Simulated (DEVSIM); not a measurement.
System: Schottky contact on n-type Si, at 300 K.

| layer (left to right) | material | thickness (μm) | Nd (cm⁻³) | τn (s) | τp (s) |
|---|---|---|---|---|---|
| 1 | Si | 2.80 | 1.7e15 | 2.1e-5 | 2.1e-5 |

Left contact: Schottky, work function 4.91 eV, emission velocity 5.3e6 cm/s. Right contact: ohmic. Voltage is applied to the left contact. Recombination: SRH at mid-gap, Auger. Mobility is constant in doping.

This is a model device: material constants are rounded textbook-type values typed into the input, and sizes, dopings and lifetimes were drawn at random. Values at 300 K.

```
parameter           Si
-------------  -------
gap (eV)         1.124
affinity (eV)     4.05
permittivity      11.7
Nc (cm⁻³)      2.86e19
Nv (cm⁻³)       3.1e19
μn (cm²/Vs)       1417
μp (cm²/Vs)        470
Cn (cm⁶/s)     2.8e-31
Cp (cm⁶/s)     9.9e-32
```

DEVSIM, 1D drift-diffusion, Boltzmann statistics, complete ionisation; no tunnelling, impact ionisation, image-force lowering or self-heating. Metal contacts follow the ideal Schottky-Mott rule: no Fermi-level pinning, no interface dipoles.

The metal work function was swept, all else fixed.

```csv
metal work function (eV),potential step across the device at zero bias (V),dark forward voltage at 1 A/cm² (V),dark forward voltage at 100 A/cm² (V),largest field in the device at zero bias (V/cm)
4.76,0.458,0.281,0.481,15000
4.81,0.508,0.331,0.530,16000
4.86,0.558,0.381,0.579,17000
4.91,0.608,0.431,0.622,18000
4.96,0.658,0.478,0.651,20000
5.01,0.708,0.519,0.674,28000
5.06,0.758,0.543,0.691,56000
5.11,0.808,0.552,0.702,130000
```

From the first row to the last the potential step across the device at zero bias goes from 0.458 to 0.808. From the first row to the last the dark forward voltage at 1 A/cm² goes from 0.281 to 0.552.
